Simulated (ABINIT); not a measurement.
Convergence study of the SCF threshold for Rb (Im-3m, 1 atom in the cell)

```yaml
crystal:
  lattice:
    - [-2.83347, 2.83347, 2.83347]
    - [2.83347, -2.83347, 2.83347]
    - [2.83347, 2.83347, -2.83347]
  atoms:
    - { symbol: Rb, position: [0.00000, 0.00000, 0.00000] }
```

Level of theory: LDA (PW92), PAW (JTH v2.0 LDA PAW) (plane waves; ABINIT 10.0.3).

Base settings: pseudos = [Rb.LDA_PW-JTH.xml]; ecut = 20 Ha; pawecutdg = 40 Ha; ixc = 7; occopt = 3; tsmear = 0.00367493 Ha; ngkpt = 5 5 5; nshiftk = 1; shiftk = 0 0 0; potentials = JTH v2.0 LDA PAW.

In this ladder: tolvrs = default.

The mesh stays at the base's, so the ladder's end is converged at best in this setting alone.

Only quantities that move along the ladder and can be compared are tabulated.

These are the values that this program gave, and no reference: the one-centre exchange-correlation terms come from a truncated expansion.

The count of work is k-points × plane waves × bands × iterations; it is no time. 

The starting cell has typed, rounded lattice constants, without a prior relaxation at this level. Its lattice was rescaled by up to half a per cent.

| toldfe | pressure (GPa) | count of work / last |
|---|---|---|
| 0.0037 Ha | 0.10 | 0.14 |
| 0.00037 Ha | 0.10 | 0.14 |
| 3.7e-05 Ha | -0.38 | 0.21 |
| 3.7e-06 Ha | -0.43 | 0.29 |
| 3.7e-07 Ha | -0.43 | 0.29 |
| 3.7e-08 Ha | -0.43 | 0.36 |
| 3.7e-09 Ha | -0.43 | 0.36 |
| 3.7e-10 Ha | -0.43 | 0.39 |
| 3.7e-12 Ha | -0.43 | 0.43 |
| 3.7e-14 Ha | -0.43 | 1.0 |

Coarsest toldfe that holds the pressure within 0.05 GPa of the last step, with all finer ones: 3.7e-05 Ha, at 0.21 of the last step's count of work; the step before is off by 0.53 GPa.

Two neighbours can agree and both be off: 0.0037 Ha and 0.00037 Ha differ by 0.00 GPa in the pressure, yet lie about 0.53 GPa from the last step.
